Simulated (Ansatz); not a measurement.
Levels about the gap of amorphous Si24O46F4 (74 atoms in a cell of 1168 Å³, 2.11 g/cm³; zone centre alone, so wide bands show as single levels with stretches between that a denser mesh fills), at the geometry that PBE relaxed, where it gives -0.1 GPa on a denser mesh. Exact exchange is cut at the faces of this small cell, which leaves a finite-size error. The participation number counts the atoms over which a state spreads; weights are charges in smoothed Voronoi cells. The levels come from a single point, so bond lengths are those of that geometry. Method of the levels: HSE06, scalar-relativistic without spin-orbit coupling (Ansatz, an electronic-structure program). Sampling: the zone centre alone; Fermi-Dirac width 0.01 eV; collinear spin, started from moments on atoms (the moments died out). At PBE the levels at the filled edge of the gap are localised (band-tail or defect states), and the nearest spread-out levels lie 5.4 eV apart at the zone centre.

A CHGNet melt-quench gave the starting glass, which DFT then relaxed. O and F atoms were pushed apart under 1.9 Å during the dynamics, to hinder bonds among them. The hot cell started wider than the set density and was brought back towards it in steps. It is the lowest in DFT energy of 2 quenches. It is a model cell: composition and starting density were chosen by hand, and all elements were melted together. No dispersion term was used. Its density started from a set value of 2.11 and ended at 2.11 g/cm³. The simulated quench (nominally 1500 K/ps over its main leg) is rapid and tends to freeze in more defects than a deposited or slowly cooled glass has. One small periodic cell is one sample of the glass; other quenches scatter about these values. The volume was held where the preparation left it and the shape relaxed, at a PBE pressure of -0.1 GPa (tension).

| E - E(highest filled), eV | filling | spin | participation number | largest on | weight O | weight Si | weight F |
|---|---|---|---|---|---|---|---|
| -1.16 | filled | up | 4.4 | O, 2 neighbours | 0.94 | 0.04 | 0.02 |
| -0.99 | filled | dn | 5.7 | O, 2 neighbours | 0.94 | 0.05 | 0.01 |
| -0.99 | filled | up | 5.7 | O, 2 neighbours | 0.94 | 0.05 | 0.01 |
| -0.29 | filled | up | 1.5 | O, 1 neighbours | 0.88 | 0.11 | 0.01 |
| -0.29 | filled | dn | 1.5 | O, 1 neighbours | 0.88 | 0.11 | 0.01 |
| 0.00 | filled | up | 1.4 | O, 1 neighbours | 0.93 | 0.07 | 0.00 |
| 0.00 | filled | dn | 1.4 | O, 1 neighbours | 0.93 | 0.07 | 0.00 |
| 5.62 | empty | dn | 58.1 | Si, 3 neighbours | 0.67 | 0.28 | 0.05 |
| 5.62 | empty | up | 58.1 | Si, 3 neighbours | 0.67 | 0.28 | 0.05 |
| 6.74 | empty | dn | 10.8 | Si, 3 neighbours | 0.53 | 0.40 | 0.06 |
| 6.74 | empty | up | 10.8 | Si, 3 neighbours | 0.53 | 0.40 | 0.06 |
| 7.12 | empty | dn | 37.7 | Si, 4 neighbours | 0.58 | 0.37 | 0.05 |
| 7.12 | empty | up | 37.7 | Si, 4 neighbours | 0.58 | 0.37 | 0.05 |
| 7.48 | empty | dn | 29.0 | Si, 3 neighbours | 0.62 | 0.33 | 0.05 |

Most localised among these is the filled level at -0.00 eV, on a O atom, which has 1 neighbours (Si 1.52 Å).
